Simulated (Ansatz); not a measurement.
## GaN: response to strain

Start from GaN in the wurtzite structure (space group P6_3mc, No. 186; a = 3.1826 Å, c = 5.1854 Å).

Strains are applied to the cell and any free atomic positions relax.

Calculations: DFT with PBEsol, PAW potentials and a 420 eV plane-wave cutoff in Ansatz (an electronic-structure program), no spin-orbit coupling.

Notes on the quantities. pressure: mean of the normal stresses, compression positive.

```tsv
case	pressure	shortest interatomic distance
base	0.0 kbar	1.946 Å
isotropic strain +0.60 %	-32.5 kbar	1.957 Å
isotropic strain +1.20 %	-62.3 kbar	1.969 Å
isotropic strain +1.80 %	…	1.980 Å
isotropic strain +2.40 %	-114.6 kbar	1.992 Å
isotropic strain +3.00 %	-137.4 kbar	2.004 Å
```

Q: Fill in the withheld entries from the trend.

A: 
- isotropic strain +1.80 %, pressure: -89.6 kbar

Stability against distortions was not tested.
